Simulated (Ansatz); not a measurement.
Consider LaB6 (space group Pm-3m, No. 221).

```
CELL_PARAMETERS angstrom
      4.12989     0.00000     0.00000
      0.00000     4.12989     0.00000
      0.00000     0.00000     4.12989
ATOMIC_POSITIONS crystal
  La 0.00000 0.00000 0.00000
  B  0.19962 0.50000 0.50000
  B  0.80038 0.50000 0.50000
  B  0.50000 0.50000 0.19962
  B  0.50000 0.50000 0.80038
  B  0.50000 0.19962 0.50000
  B  0.50000 0.80038 0.50000
```

Cartesian axes are those of the cell as printed.

Computed with PBEsol (Ansatz, a program for electronic structure; PAW; 420 eV plane waves; without spin-orbit coupling).

Base values:

| Property | Value |
|---|---|
| Pressure | 0.0 GPa |

The change: biaxial strain +2.81 %, plane normal [001], relaxed out of plane (Cartesian); in-plane vectors clamped, the third vector and the atoms free.

Estimate the effect on the energy relative to the base and pressure.

The energy increases by 24 meV/atom; the pressure (mean of the normal stresses, compression positive) goes from zero to -8.5 GPa.

Without a gap, meshes like the base's 11×11×11 leave anisotropic stresses uncertain by several tenths of a GPa, and small strain energies with them. Stability against distortions was not tested. All final runs are without spin polarisation. An odd electron count without spin: LaB6.
